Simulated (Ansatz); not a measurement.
The reference is Se (space group P3_121, No. 152; a = 4.506 Å, c = 4.991 Å; made of chains). Axes: x lies along a and z along c of the hexagonal cell.

All numbers come from Ansatz (a first-principles code), r2SCAN, PAW, cutoff 500 eV, no spin-orbit coupling.

Strains are applied to the cell and any free atomic positions relax; under stress the whole cell relaxes.

One change was made to it. Results:

The band gap falls by 0.24 eV, from 1.33 eV to 1.09 eV; the smallest direct gap drops by 0.26 eV (1.54 eV → 1.28 eV); the energy rises by 30 meV/atom.

**Question.** Name the change that was made.
A. uniaxial stress, 3 GPa compression along x
B. uniaxial stress, 2 GPa tension along z
C. uniaxial strain ε_yy = −1.76 %

**Answer.** A, uniaxial stress, 3 GPa compression along x. For comparison, the band gap in the other runs: uniaxial strain ε_yy = −1.76 % gives 1.29 eV; uniaxial stress, 2 GPa tension along z gives 0.94 eV.

Stability under load was not tested beyond the relaxation. No dispersion term is included, though the crystal is made of layers, chains or molecules, so its spacings can come out too wide.
